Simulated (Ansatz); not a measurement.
Base system: ZrB2 (space group P6/mmm, No. 191; a = 3.171 Å, c = 3.542 Å; relaxed with 0.1 eV smearing). Axes: x lies along a and z along c of the hexagonal cell.

Level of theory: Ansatz (a first-principles code), PBE, PAW, cutoff 420 eV, without spin-orbit coupling.

The change: biaxial strain −4.52 %, plane normal [001], relaxed out of plane (Cartesian); in-plane vectors clamped, the third vector and the atoms free.

Question: Predict the new in-plane stress and out-of-plane strain.

Answer: The mean in-plane stress (compression positive) is +29.0 GPa; the out-of-plane strain amounts to +2.71 %.

Whether these cells are dynamically stable was not tested. The final runs are not spin-polarised.
